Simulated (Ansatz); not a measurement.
**A series of runs on CsHg2 (P1, 6 atoms in the cell)**

```
CsHg2
1.0
   -2.76236     4.43527     4.77062
    2.76236    -4.43527     4.77062
    2.76236     4.43527    -4.77062
Cs Hg
2 4
Direct
  0.31146   0.55679   0.75190
  0.69003   0.43652   0.24303
  0.90771   0.84176   0.07762
  0.09146   0.16547   0.92307
  0.26237   0.83482   0.43363
  0.73697   0.16464   0.57074
```

Base run A: Ansatz (a quantum-chemistry and plane-wave program) with LDA (PW92), PAW files made with PBE, self-consistent single point.

Its settings: basis.ecutwfc = 420 eV; kpoints.mp_grid.grid = 3 4 4; hamiltonian.xc = lda; hamiltonian.pseudopotentials = {kind: paw} (the program's default PAW files); scf.occupations.method = cold; scf.occupations.width = 0.1 eV.

The starting cell comes from a database of computed structures (which also holds hypothetical and non-ambient phases and stackings), without a prior relaxation at this level. Its atoms were displaced at random from the sites of space group no. 74. Ansatz's pressure includes its estimate of the finite-basis (Pulay) stress.

ΔF is the free energy per atom less that of run A. 

Run A gave: pressure (GPa) -2.24; largest force (eV/Å) 0.103; iterations 10.

Runs:
- B: scf.mixing.algorithm, scf.mixing.beta = broyden, 0.02
- C: scf.mixing.algorithm, scf.mixing.beta = broyden, 0.05
- D: scf.mixing.algorithm, scf.mixing.beta = broyden, 0.1
- E: scf.mixing.algorithm, scf.mixing.beta = broyden, 0.2
- F: scf.mixing.algorithm, scf.mixing.beta = broyden, 0.3
- G: scf.mixing.algorithm, scf.mixing.beta = broyden, 0.5
- H: scf.mixing.algorithm, scf.mixing.beta = broyden, 0.7
- I: scf.mixing.algorithm, scf.mixing.beta = broyden, 0.9
- J: scf.mixing.algorithm, scf.mixing.beta = broyden, 1

**Question.** Which runs reach the base run's state, and which is quickest in iterations?

**Answer.** Runs B, C, D, E, F, G, H, I, J ended on the same solution as A (within 1 meV/atom). The fewest iterations to that state were 9 (H, I); the most were 22.

```tsv
run	ΔF (meV/atom)	pressure (GPa)	largest force (eV/Å)	iterations
A	0.00	-2.24	0.103	10
B	0.00	-2.24	0.102	22
C	0.00	-2.24	0.102	20
D	0.00	-2.24	0.102	16
E	0.00	-2.24	0.102	13
F	0.00	-2.24	0.102	12
G	0.00	-2.24	0.102	10
H	0.00	-2.25	0.103	9
I	0.00	-2.25	0.102	9
J	0.00	-2.25	0.102	10
```

Keys are those of Ansatz 0.2.
